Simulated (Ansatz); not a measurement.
What isotropic strain −0.50 % does to Be

The parent structure is Be in the hcp (Mg type) structure (space group P6_3/mmc, No. 194; a = 2.255 Å, c = 3.558 Å; relaxed with 0.1 eV smearing).

Now apply this change: an isotropic linear strain of −0.50 %; the atoms relax in the strained cell.

Calculations: Ansatz (a first-principles code), PBEsol, PAW, cutoff 420 eV, without spin-orbit coupling. Γ-centred 29×29×16 mesh, Fermi–Dirac width 0.1 eV.

The volume per atom falls by 0.12 Å³ to 7.72 Å³ and the space group remains P6_3/mmc (No. 194). The shortest interatomic distance shrinks by 0.011 Å to 2.194 Å and the energy goes up by 0.7 meV/atom. The pressure (mean of the normal stresses, compression positive) goes from zero to 1.9 GPa and the band gap is still zero.

Stability against distortions was not tested.
